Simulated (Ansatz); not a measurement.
The starting structures come from a database of crystals and need not be the phases stable at ambient conditions.

Consider the following.

```
CELL_PARAMETERS angstrom
      4.61119     0.00000     0.00000
     -2.30559     7.62372     0.00000
      2.30559     0.69727     3.93206
ATOMIC_POSITIONS crystal
  Mg 0.00164 0.50246 0.49918
  Cd 0.99899 0.99848 0.00051
  Te 0.74677 0.62015 0.12662
  Te 0.75258 0.12887 0.62371
```

Space group of this cell: R3m. The cell is taken as given; by PBEsol its mean pressure is -0.9 GPa.

Computed with PBEsol (plane waves, PAW; Ansatz, a first-principles code).

The current runs along the normal of the first two printed vectors; no spin-orbit coupling. Scaled by the factor s: both lengths across the current (ions clamped). Meshes 8×8×8 and 8×4 across the current in all rows.

| s | mean pressure (GPa) | band gap (eV) |
|---|---|---|
| 0.98 | 0.7 | 1.30 |
| 1.00 | -0.9 | 1.20 |
| 1.02 | -2.1 | ? |

Problem. Take the slope of the band gap against ln s from the two given rows, extrapolate to s = 1.02, and say what the run there gives.

Solution. Slope = (1.30 − 1.20) / ln 0.98 = -4.95 eV. The line gives 1.20 + (-4.95) × ln 1.02 = 1.10 eV. The run gives 1.05 eV, 0.05 eV under the line, 53 % of the predicted step.
